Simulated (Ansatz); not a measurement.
Take ZnO in the wurtzite structure (space group P6_3mc, No. 186; a = 3.230 Å, c = 5.214 Å) as the base. Axes: x lies along a and z along c of the hexagonal cell.

Calculations: PBEsol in Ansatz (plane waves to 420 eV, PAW, no SOC).

Base values:

* **Valence-band top at Γ**: 0.00, 0.00, -0.10 eV
* **Gap character**: direct at Γ

One thing is altered: tensor shear ε_xz = +1.00 % (engineering shear γ = 0.0200); the atoms relax in the strained cell.

Q: What does the calculation give for the valence-band top at Γ after the change?

A: The valence-band top at Γ (three highest levels, from the VBM) goes from 0.00, 0.00, -0.10 eV to 0.00, -0.01, -0.11 eV.

Q: Predict the new energy relative to the base.

A: The energy goes up by 0.5 meV/atom.

Q: What does the calculation give for the stress after the change?

A: The stress (xx, yy, zz, yz, xz, xy; compression positive) amounts to (-0.03, -0.01, 0.00, 0.00, -0.72, 0.00) GPa.

Q: What does the calculation give for the gap character after the change?

A: The gap character is still direct at Γ.

Semilocal Kohn–Sham gaps tend to fall short of experiment. Stability against distortions was not tested. Labels are those of the standard path for the cell's own space group.

Ansatz is a quantum-chemistry and plane-wave program.
